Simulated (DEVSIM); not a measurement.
System: W/HfO2/p-Si capacitor, at 300 K.

```csv
layer (left to right),material,thickness (nm),Na (cm⁻³)
1,HfO2,18.0,-
2,Si,5500,1.1e16
```

Metal gate on the left, work function 4.6 eV. Fixed charge at the semiconductor interface -4.6e11 cm⁻² (in units of +e); no interface traps.

The device is made up for the run: typed textbook-type constants, with dimensions and the other settings drawn at random. Values at 300 K; Nc and Nv go as T^1.5, mobilities as T to minus their exponent, the gap by Varshni's rule with the affinity fixed.

| parameter | HfO2 | Si |
|---|---|---|
| gap (eV) | 5.7 | 1.124 |
| affinity (eV) | 2.5 | 4.05 |
| permittivity | 22 | 11.7 |
| Nc (cm⁻³) | - | 2.86e19 |
| Nv (cm⁻³) | - | 3.1e19 |
| Varshni α (eV/K) | - | 0.000473 |
| Varshni β (K) | - | 636 |

DEVSIM, 1D Poisson equation in equilibrium, Boltzmann statistics, complete ionisation; no quantum confinement or tunnelling. Metal contacts follow the ideal Schottky-Mott rule: no Fermi-level pinning, no interface dipoles.

Base results: flat-band voltage (V) -0.30; capacitance of the dielectric stack (μF/cm²) 1.08; threshold voltage (band bending 2φF) (V) 0.46; minimum of the low-frequency capacitance (μF/cm²) 0.0399.

Task: What follows from this one change: substrate doping 1.1e+16 → 5.5e+14 cm^-3?

Result: flat-band voltage -0.30 → -0.22 V; capacitance of the dielectric stack little changed (1.08 μF/cm²); threshold voltage (band bending 2φF) 0.46 → 0.35 V; minimum of the low-frequency capacitance 0.0399 → 0.0107 μF/cm².

Task: What follows from this one change: HfO2 thickness 0.018 → 0.022 μm?

Result: flat-band voltage -0.30 → -0.29 V; capacitance of the dielectric stack 1.08 → 0.885 μF/cm²; threshold voltage (band bending 2φF) 0.46 → 0.49 V; minimum of the low-frequency capacitance 0.0399 → 0.0386 μF/cm².

Task: What follows from this one change: fixed charge -4.6e+11 → 1.94e+12 cm^-2?

Result: flat-band voltage -0.30 → -0.66 V; capacitance of the dielectric stack little changed (1.08 μF/cm²); threshold voltage (band bending 2φF) 0.46 → 0.11 V; minimum of the low-frequency capacitance 0.0399 → 0.0387 μF/cm².

Task: What follows from this one change: gate work function 4.6 → 4.9 eV?

Result: flat-band voltage -0.30 → 0.00 V; capacitance of the dielectric stack little changed (1.08 μF/cm²); threshold voltage (band bending 2φF) 0.46 → 0.76 V; minimum of the low-frequency capacitance little changed (0.0399 μF/cm²).

Task: What follows from this one change: temperature 300 → 500 K?

Result: flat-band voltage -0.30 → -0.07 V; capacitance of the dielectric stack little changed (1.08 μF/cm²); threshold voltage (band bending 2φF) 0.46 → 0.28 V; minimum of the low-frequency capacitance 0.0399 → 0.0727 μF/cm².
